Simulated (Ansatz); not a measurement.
SnO (Pmn2₁, No. 31, 4 atoms in the cell; start mp-545552; a measured phase of this formula has another space group), treated with PBEsol (Ansatz, a first-principles code, plane waves, PAW).

Settings: plane-wave cutoff 520 eV, 10×6×8 k mesh (along the axes of the cell as run), Fermi–Dirac smearing 0.01 eV, scalar-relativistic PAW data made under PBE.

Cell (relaxed at this level):

```cif
data_O2Sn2
_chemical_formula_sum 'Sn2 O2'
_space_group_name_H-M_alt 'Pmn21'
_space_group_IT_number 31
_space_group_name_Hall 'P 2ac -2'
_cell_length_a 3.31758
_cell_length_b 5.71487
_cell_length_c 3.87537
_cell_angle_alpha 90.000
_cell_angle_beta 90.000
_cell_angle_gamma 90.000
loop_
_atom_site_label
_atom_site_type_symbol
_atom_site_symmetry_multiplicity
_atom_site_Wyckoff_symbol
_atom_site_fract_x
_atom_site_fract_y
_atom_site_fract_z
_atom_site_occupancy
Sn1 Sn 2 a 0.00000 0.23368 0.52703 1
O1 O 2 a 0.50000 0.11497 0.22297 1
```

Problem. What does this level give for the band gap and direct gap at Γ?

Solution. 
- band gap: 1.24 eV (on the SCF k mesh)
- direct gap at Γ: 3.21 eV

Note: the relaxation could not lower the start's symmetry, so the cell can be a saddle point above a distorted one; the cell has widely spaced layers and the level no dispersion term, so their spacing and the moduli can rest on weak binding.

Spin–orbit coupling is not included.

Static lattice: no zero-point or thermal effects.

It cost roughly 4 core-minutes of CPU time.

A start named mp-… is a Materials Project structure, which need not be a measured phase.
